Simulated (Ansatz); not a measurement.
**PbSe under a change: Se → Te**

Base system: PbSe in the rock salt structure (space group Fm-3m, No. 225; a = 6.178 Å).

It is then changed as follows: full substitution Se → Te; the structure is relaxed again.

The values are results of DFT with r2SCAN, PAW potentials and a 500 eV plane-wave cutoff in Ansatz (a first-principles code), no spin-orbit coupling, not measurements. Settings: 9×9×9 k-points, 0.05 eV Fermi–Dirac smearing.

```yaml
density: 7.97 g/cm³ (base 8.06 g/cm³)
space_group: Fm-3m (No. 225) (base Fm-3m (No. 225))
band_gap: 1.09 eV (base 0.67 eV)
gap_character: direct at L (base direct at L)
width_of_the_top_valence_band: 2.77 eV (base 3.20 eV)
electron_mass: 0.34 mₑ along k, 0.12 mₑ across (at L) (base 0.19 mₑ along k, 0.14 mₑ across (at L))
hole_mass: 0.57 mₑ along k, 0.087 mₑ across (at L) (base 0.24 mₑ along k, 0.11 mₑ across (at L))
```

Final structure:

```
CELL_PARAMETERS angstrom
      0.00000     3.26710     3.26710
      3.26710     0.00000     3.26710
      3.26710     3.26710     0.00000
ATOMIC_POSITIONS crystal
  Te 0.00000 0.00000 0.00000
  Pb 0.50000 0.50000 0.50000
```

Cost of the whole job for the changed cell (relaxation, final SCF and bands): roughly 30 core-seconds.

Spin-orbit coupling, missing from the scalar runs, can matter with Pb and Te. Masses are band curvatures over ±0.01 Å⁻¹ around the edge. Along k means along the line from Γ to the band edge. No phonon test of stability was made.
